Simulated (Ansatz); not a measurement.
# What biaxial strain +0.83 %, plane normal [111], relaxed out of plane does to CaSe

Start from CaSe in the rock salt structure (space group Fm-3m, No. 225; a = 5.869 Å). Axes: x, y, z lie along the cube axes.

It is then changed as follows: tensile biaxial strain of 0.83 % in the plane normal to [111], as in epitaxy on a mismatched substrate; the out-of-plane cell vector and the atoms relax.

Level of theory: Ansatz (a first-principles code) PBEsol, scalar-relativistic without spin-orbit coupling. Settings: 10×10×10 k-points, 0.05 eV Fermi–Dirac smearing.

```json
[
 {"quantity": "space group", "base": "Fm-3m (No. 225)", "changed": "R-3m (No. 166)", "shift": "–"},
 {"quantity": "shortest interatomic distance", "base": "2.934 Å", "changed": "2.944 Å", "shift": "+0.010 Å"},
 {"quantity": "energy relative to the base (free energy F)", "base": "0 meV/atom", "changed": "+1.0 meV/atom", "shift": "+1.0 meV/atom"},
 {"quantity": "pressure (mean of the normal stresses, compression positive)", "base": "0.00 GPa", "changed": "-0.52 GPa", "shift": "-0.52 GPa"},
 {"quantity": "band gap", "base": "1.88 eV", "changed": "1.85 eV", "shift": "-0.03 eV"},
 {"quantity": "gap character", "base": "–", "changed": "indirect, Γ → F", "shift": "–"},
 {"quantity": "smallest direct gap", "base": "2.85 eV", "changed": "2.82 eV", "shift": "-0.025 eV"},
 {"quantity": "electron mass", "base": "1.4 mₑ along k, 0.27 mₑ across (at X)", "changed": "1.4 mₑ along k, 0.27 mₑ across (at X)", "shift": "–"},
 {"quantity": "hole mass", "base": "–", "changed": "0.19 mₑ out of plane, 0.68 mₑ in plane (at Γ)", "shift": "–"},
 {"quantity": "valence-band top at Γ (three highest levels, from the VBM)", "base": "0.00, 0.00, 0.00 eV", "changed": "0.00, -0.08, -0.08 eV", "shift": "–"},
 {"quantity": "valley order (the lowest conduction-band minima on the path, energy above the VBM, named in the base's zone)", "base": "X along ⟨100⟩ 1.88 eV; Γ 3.31 eV", "changed": "X along [001] 1.85 eV; Γ 3.19 eV", "shift": "–"},
 {"quantity": "out-of-plane strain", "base": "–", "changed": "-0.64 %", "shift": "–"},
 {"quantity": "ratio −ε⊥/ε∥", "base": "–", "changed": "0.77", "shift": "–"},
 {"quantity": "mean in-plane stress (compression positive)", "base": "–", "changed": "-0.8 GPa", "shift": "–"}
]
```

Masses are band curvatures over ±0.01 Å⁻¹ around the edge. Along k means along the line from Γ to the band edge. Stability against distortions was not tested. k-point labels follow each cell's own Brillouin zone.
